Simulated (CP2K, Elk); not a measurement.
A CP2K input for a self-consistent single point of AlAs (F-43m, 2 atoms in the cell) (DFT PBE, GPW, DZVP-MOLOPT-SR-GTH basis, GTH-PBE potentials (GTH_POTENTIALS)):

```
&GLOBAL
  PROJECT calc
  RUN_TYPE ENERGY_FORCE
  PRINT_LEVEL LOW
&END GLOBAL
&FORCE_EVAL
  METHOD Quickstep
  STRESS_TENSOR ANALYTICAL
  &DFT
    BASIS_SET_FILE_NAME BASIS_MOLOPT
    POTENTIAL_FILE_NAME GTH_POTENTIALS
    &QS
      METHOD GPW
      EPS_DEFAULT 1E-10
    &END QS
    &MGRID
      CUTOFF 400
      REL_CUTOFF 50
      NGRIDS 4
    &END MGRID
    &SCF
      SCF_GUESS ATOMIC
      EPS_SCF 1E-6
      MAX_SCF 100
      ADDED_MOS 4
      &DIAGONALIZATION
        ALGORITHM STANDARD
      &END DIAGONALIZATION
      &MIXING
        METHOD BROYDEN_MIXING
        ALPHA 0.3
        NBUFFER 10
        BETA 1
      &END MIXING
      &SMEAR ON
        METHOD FERMI_DIRAC
        ELECTRONIC_TEMPERATURE [K] 580.23
      &END SMEAR
    &END SCF
    &KPOINTS
      SCHEME MONKHORST-PACK 8 8 8
      GAMMA_CENTERED T
    &END KPOINTS
    &XC
      &XC_FUNCTIONAL PBE
      &END XC_FUNCTIONAL
    &END XC
    &PRINT
      &MO
        EIGENVALUES T
        OCCUPATION_NUMBERS T
        NDIGITS 8
        FILENAME mo
        &EACH
          QS_SCF 0
        &END EACH
        ADD_LAST NUMERIC
      &END MO
      &MULLIKEN OFF
      &END MULLIKEN
    &END PRINT
  &END DFT
  &SUBSYS
    &CELL
      A 3.92218000 0.00000000 0.00000000
      B 1.96109000 3.39670700 0.00000000
      C 1.96109000 1.13223600 3.20244600
      PERIODIC XYZ
    &END CELL
    &COORD
      SCALED
      Al       0.00000000     0.00000000     0.00000000
      As       0.25000000     0.25000000     0.25000000
    &END COORD
    &KIND Al
      BASIS_SET DZVP-MOLOPT-SR-GTH
      POTENTIAL GTH-PBE-q3
    &END KIND
    &KIND As
      BASIS_SET DZVP-MOLOPT-SR-GTH
      POTENTIAL GTH-PBE-q5
    &END KIND
  &END SUBSYS
  &PRINT
    &FORCES ON
    &END FORCES
    &STRESS_TENSOR ON
    &END STRESS_TENSOR
  &END PRINT
&END FORCE_EVAL
```

Problem. Write the same calculation as an input for Elk.

Solution. One input that does it (others would too):

```
tasks
  0

xctype
  20

rgkmax
  7.5

gmaxvr
  14.0

nxlo
  2

lorbcnd
  .true.

rmtscf
  0.94

lmaxi
  2

stype
  3

swidth
  0.00183747

avec
    0.0000000000    5.2409664340    5.2409664340
    5.2409664340    0.0000000000    5.2409664340
    5.2409664340    5.2409664340    0.0000000000

atoms
  2   : nspecies
  'Al.in'   : spfname
  1   : natoms; atposl, bfcmt below
  0.0000000000  0.0000000000  0.0000000000    0.0 0.0 0.0
  'As.in'   : spfname
  1   : natoms; atposl, bfcmt below
  0.2500000000  0.2500000000  0.2500000000    0.0 0.0 0.0

ngridk
  8 8 8
```

Basis settings and potentials, where a program has them, do not carry over. This input uses DFT, PBE, all-electron FP-LAPW, Elk's shipped species files, APW+lo basis with extra local orbitals. Both were run: gap on the mesh 1.486 eV in CP2K and 1.325 in Elk.

On CP2K: the starting cell has typed, rounded lattice constants, without a prior relaxation at this level. For this run, on top of that: lattice scaled by 0.98. Values carry the incompleteness of an atom-centred basis. With a pressure of about 9 GPa the cell is away from its equilibrium volume at this level.

On Elk: the starting cell has typed, rounded lattice constants, without a prior relaxation at this level. For this run, on top of that: lattice scaled by 0.98. Values depend on the basis (sphere radii, cutoffs, local orbitals), which need not be converged.
